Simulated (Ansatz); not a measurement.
A (6,0) blue phosphorus nanotube, relaxed period 5.598 Å, atoms relaxed at each strain.

```tsv
strain	energy (meV a period)	axial force (nN)
-0.015	+50.6	-1.95
+0.015	+47.2	+1.78
```

These are PBE (plane waves to 420 eV, PAW; Ansatz, a quantum-chemistry and plane-wave program) values and carry that method's errors. Mesh 1×1×6. No spin polarisation. One-dimensional cell, images about 11 Å apart. A hypothetical model, rolled from the flat sheet. It keeps the symmetry and period of its start, so it need not be a minimum against all distortions. Buckling under compression is shut out by symmetry and the short period. Energies are free energies at a Fermi–Dirac width of 0.02 eV, from the unstrained cell.

Mean diameter 6.77 Å.

Q: Work out the axial stiffness dF/dε in two ways, and what it means for a modulus.

A: From the forces: (+1.78 − (-1.95))/0.030 = 124 nN. From the energies: (E₊ + E₋)/(ε² c) = 0.0978 eV/(0.015² × 5.598 Å) = 77.6 eV/Å = 124 nN. The two agree to within 1 %. Spread over the circumference π × 6.77 Å, the force value is a sheet stiffness of 58 N/m.
